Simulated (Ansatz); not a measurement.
# InGaN2 (model structure, started from the LiGaO2 type, Pna2₁, No. 33, 16 atoms in the cell)

All values below come from HSE06 in Ansatz (PAW).

Run with plane-wave cutoff 460 eV, 4×4×4 k mesh, Fermi–Dirac smearing 0.01 eV, scalar-relativistic PAW data made under PBE.

Cell (relaxed with PBEsol):

GaInN2 is taken in the orthorhombic space group Pna2₁ (No. 33), Pearson symbol oP16. Conventional cell: a = 5.7932 Å, b = 6.7284 Å, c = 5.4428 Å, α = 90.00°, β = 90.00°, γ = 90.00°. In on 4a sees 4 N at 2.144–2.168 Å (tetrahedral). Ga on 4a has 4 N at 1.943–1.961 Å (tetrahedral). N1 on 4a is coordinated by 2 Ga at 1.943–1.953 Å and 2 In at 2.144–2.148 Å (tetrahedral). N2 on 4a is coordinated by 2 Ga at 1.958–1.961 Å and 2 In at 2.163–2.168 Å (tetrahedral). (Neighbours: up to the widest gap in distance over summed covalent radii, below 1.35, at either atom; cation-cation and far metal-metal contacts left out.)

```json
{
 "band_gap": "1.74 eV (on the SCF k mesh)"
}
```

Note: the relaxation could raise the start's symmetry but not lower it, so the cell can be a saddle point; cell and atoms aren't relaxed at this level (largest force component 0.06 eV/Å).

Spin–orbit coupling is not included.

Static lattice: no zero-point or thermal effects.

Cost on a shared machine: very roughly 18 core-minutes.

A model structure was made by putting elements into a prototype or built by hand; it is no filed structure, need not be a known phase, and can be a saddle point held by its symmetry.

Ansatz is a first-principles code.
